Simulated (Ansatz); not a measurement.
Base system: BaMnO3 in the cubic perovskite structure (space group Pm-3m, No. 221; a = 3.881 Å; ferromagnetic; a cell from a computed database, its experimental status unchecked).

Calculations: Ansatz (a first-principles code), PBEsol, PAW, cutoff 420 eV, no spin-orbit coupling.

Before the change:

- Volume per atom: 11.69 Å³

Perturbation: cell and atoms relaxed at a pressure of 7.5 GPa.

Question: How does this affect the volume per atom?

Answer: The volume per atom drops by 0.45 Å³ to 11.24 Å³.

Load acts through the strain it causes; cell and atoms are relaxed under it. No phonon test of stability was made. Competing high-pressure phases were not computed. No Hubbard U is applied and the magnetic state is the run's own (BaMnO3 ferromagnetic); other magnetic orders, which need larger cells, were not tried and can change the gap. Many cubic perovskites are stable only at high temperature; tilts and polar distortions were not tested.
